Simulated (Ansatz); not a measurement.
# Quick settings and what they miss: Ni6SnTe2 (I4mm, 9 atoms in the cell)

Self-consistent single point.

```
CELL_PARAMETERS angstrom
     -1.92594     1.92594     9.82652
      1.92594    -1.92594     9.82652
      1.92594     1.92594    -9.82652
ATOMIC_POSITIONS crystal
  Ni 0.50107 0.50107 0.00000
  Ni 0.90656 0.40656 0.50000
  Ni 0.40656 0.90656 0.50000
  Ni 0.09541 0.59541 0.50000
  Ni 0.59541 0.09541 0.50000
  Ni 0.80885 0.80885 0.00000
  Sn 0.00035 0.00035 0.00000
  Te 0.31623 0.31623 0.00000
  Te 0.67917 0.67917 0.00000
```

Method of the run: PBEsol, PAW files made with PBE (plane waves; Ansatz, a program for electronic structure).

Base settings: basis.ecutwfc = 420 eV; kpoints.mp_grid.grid = 7 7 7; kpoints.mp_grid.shift = 0.5 0.5 0.5; hamiltonian.xc = pbesol; hamiltonian.pseudopotentials = {kind: paw} (the program's default PAW files); scf.occupations.method = cold; scf.occupations.width = 0.1 eV.

Tight run (finer mesh or higher cutoff; not a proven limit): basis.ecutwfc: 420 eV → 590 eV; kpoints.mp_grid.grid: 7 7 7 → 10 10 10; scf.convergence.dr2_threshold: default (1e-07 eV) → 1e-09 eV. It gave Fermi level (on the code's own zero) 14.37 eV; pressure -10.99 GPa; largest force (vector length) 0.639 eV/Å.

Quick runs, as changes from the base:
- A: the base itself
- B: basis.ecutwfc: 420 eV → 210 eV; kpoints.mp_grid.grid: 7 7 7 → 8 8 8; scf.occupations.method: cold → gaussian; scf.occupations.width: 0.1 eV → 0.5 eV
- C: kpoints.mp_grid.grid: 7 7 7 → 4 4 4; hamiltonian.xc: pbesol → lda; scf.occupations.method: cold → fermi_dirac; scf.occupations.width: 0.1 eV → 0.136 eV [LDA (PW92)]
- D: basis.ecutwfc: 420 eV → 335 eV; kpoints.mp_grid.grid: 7 7 7 → 2 2 2
- E: basis.ecutwfc: 420 eV → 250 eV; kpoints.mp_grid.grid: 7 7 7 → 6 6 6
- F: basis.ecutwfc: 420 eV → 250 eV; kpoints.mp_grid.grid: 7 7 7 → 3 3 3

Energies are extrapolated to zero smearing width, which holds to low order in the width alone.

Dashes: energy of C, another energy zero; time of C, D, F, under 30 s.

† marks runs with another functional, U, potentials or spin treatment: their distance from the tight run is not a convergence error alone.

The count of work is k-points × plane waves × bands × iterations; it is no time. Core times come from one kind of shared machine and are given to one figure; runs under 30 s give none.

Pressures in the table are Ansatz's without its Pulay estimate, at a fixed set of plane waves; the tight run's value above holds the estimate.

The starting cell comes from a database of computed structures (which also holds hypothetical and non-ambient phases and stackings), without a prior relaxation at this level. Its lattice was rescaled by a random factor within 2.5 % of one. Spin polarisation is off, so a magnetic state, if there is one, cannot be reached. In the base run, with a pressure of about -11 GPa the cell is away from its equilibrium volume at this level.

| run | energy less tight (meV/atom) | pressure less tight (GPa) | largest miss in a force vector (eV/Å) | count of work / tight | core time / tight (rough) |
|---|---|---|---|---|---|
| A | 1.6 | 0.01 | 0.032 | 0.20 | 0.3 |
| B | 9057.5 | -446.95 | 0.802 | 0.13 | 0.2 |
| C† | – | -3.38 | 0.206 | 0.052 | – |
| D | -2.8 | -5.54 | 0.371 | 0.014 | – |
| E | 1991.9 | -124.68 | 0.596 | 0.070 | 0.09 |
| F | 2021.0 | -126.75 | 0.531 | 0.016 | – |

Among the runs at the tight run's level, the energy misses run from 1.6 to 9057.5 meV/atom.

Keys are those of Ansatz 0.2.
